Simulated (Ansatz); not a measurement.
Input and output of a relaxation of cell and atoms for CrB4 (Immm, 5 atoms in the cell) (Ansatz, a first-principles code).

Computed with PBEsol, default PAW files made with PBE (plane waves; Ansatz).

The change in words: atoms on their sites; basis.ecutwfc: 420 eV → 295 eV; relax: default → cell and atoms. Reference geometry:
```yaml
crystal:
  lattice:
    - [-1.42058, 2.35917, 2.72173]
    - [1.42058, -2.35917, 2.72173]
    - [1.42058, 2.35917, -2.72173]
  atoms:
    - { symbol: Cr, position: [0.00919, 0.00919, 0.00000] }
    - { symbol: B, position: [0.53800, 0.34213, 0.19587] }
    - { symbol: B, position: [0.46200, 0.65787, 0.80413] }
    - { symbol: B, position: [0.14626, 0.34213, 0.80413] }
    - { symbol: B, position: [0.85374, 0.65787, 0.19587] }
```

Reference input (self-consistent single point, DFT, PBEsol, plane waves, default PAW files made with PBE): basis.ecutwfc = 420 eV; kpoints.mp_grid.grid = 10 10 10; hamiltonian.xc = pbesol; hamiltonian.pseudopotentials = {kind: paw} (the program's default PAW files); scf.occupations.method = gaussian; scf.occupations.width = 0.1 eV. This run's input differs from it in these lines:

Ansatz 0.2 input:
```diff
@@ -7,3 +7,3 @@
   atoms:
-    - { symbol: Cr, position: [0.009185, 0.009185, 0.000000] }
+    - { symbol: Cr, position: [0.000000, 0.000000, 0.000000] }
     - { symbol: B, position: [0.538000, 0.342130, 0.195870] }
@@ -13,3 +13,3 @@
 basis:
-  ecutwfc: 420.0
+  ecutwfc: 295.0
 kpoints:
@@ -21,2 +21,4 @@
   occupations: { method: gaussian, width: 0.1 }
+relax:
+  cell: {}
 output:
```

Output, abridged:

```
   [... SCF lines of the steps left out ...]
relax step   1: F+E_penalty+E_count = -3961.01911810 eV  Δ(F+E_penalty+E_count) = +0.000e0 eV  max|allowed force component| = 3.475e-2 eV/Å  Δτ_max = 0.0000 Å  P = -0.721 GPa  Ω = 36.486 Å³  (7 SCF iters, dr2 threshold 1.00e-7 eV, accepted)
relax step   2: F+E_penalty+E_count = -3961.03147411 eV  Δ(F+E_penalty+E_count) = -1.236e-2 eV  max|allowed force component| = 2.085e-2 eV/Å  Δτ_max = 0.0018 Å  P = -0.064 GPa  Ω = 36.385 Å³  energy of the carried Pulay correction = +1.031e-2 eV  (6 [...]
   [... lines left out ...]
relax step  10: F+E_penalty+E_count = -3961.02238777 eV  Δ(F+E_penalty+E_count) = -1.005e-3 eV  max|allowed force component| = 4.264e-5 eV/Å  Δτ_max = 0.0001 Å  P = -0.008 GPa  Ω = 36.326 Å³  energy of the carried Pulay correction = +9.976e-4 eV  (6 [...]
relax step  11: F+E_penalty+E_count = -3961.02134476 eV  Δ(F+E_penalty+E_count) = +1.043e-3 eV  max|allowed force component| = 2.456e-4 eV/Å  Δτ_max = 0.0000 Å  P = -0.012 GPa  Ω = 36.326 Å³  stress off target by 2.95e-2 GPa  SCF on the basis [...]
basis re-selected at this cell: Δ(F+E_penalty+E_count) = +1.043e-3 eV, ΔP = -0.004 GPa vs the last step
the relaxation is at rest under the 8 symmetry operations that the run kept from its start: a minimum is not shown …
Stability not checked: this state was not tested for a lower state beside it, because too few of the mixer's solves of this state at the end of the SCF gave a …
Free energy (F): -3961.021345 eV
Internal energy: -3961.019402 eV  (E = F + TS)
   [... lines left out ...]
Fermi energy:    14.030618 eV
  cell:  # Å, volume = 36.3261 Å³
   [... lines left out ...]
    - { symbol: B, position: [0.5376343415720435, 0.3424560429992957, 0.19517829857274768] }
    - { symbol: B, position: [0.46236565842795657, 0.6575439570007042, 0.8048217014272524] }
    - { symbol: B, position: [0.14727774442654817, 0.34245604299929594, 0.8048217014272525] }
    - { symbol: B, position: [0.852722255573452, 0.6575439570007043, 0.19517829857274768] }
```

The run converged.  The full log also holds: “iter 4 did not close the SCF: its close was put off for the readings that it lacked (scf_convergence_deferred on its scf_iter line)”. The full log also holds: “iter 5 did not close the SCF: its close was put off for the readings that it lacked (scf_convergence_deferred on its scf_iter line)”.

Summary of the result:
| Quantity | Result |
|---|---|
| Free energy E − TS (on the zero of these files) | -3961.0213 eV |
| Fermi level (on the code's own zero) | 14.03 eV |
| Pressure | -0.01 GPa |
| Final cell | a = b = c = 3.872 Å, α = 137.21°, β = 105.07°, γ = 90.35° |
| Final volume per atom | 7.27 Å³ |
| Relaxation steps | 11 |

The starting cell comes from a database of computed structures (which also holds hypothetical and non-ambient phases and stackings), without a prior relaxation at this level. Its lattice was rescaled by up to half a per cent. Spin polarisation is off. The relaxation keeps the symmetry of its start, so its end need not be a minimum. Ansatz's pressure includes its estimate of the finite-basis (Pulay) stress. Without the estimate this run gives -16.31 GPa. The cutoff lies below the one recommended for these files.
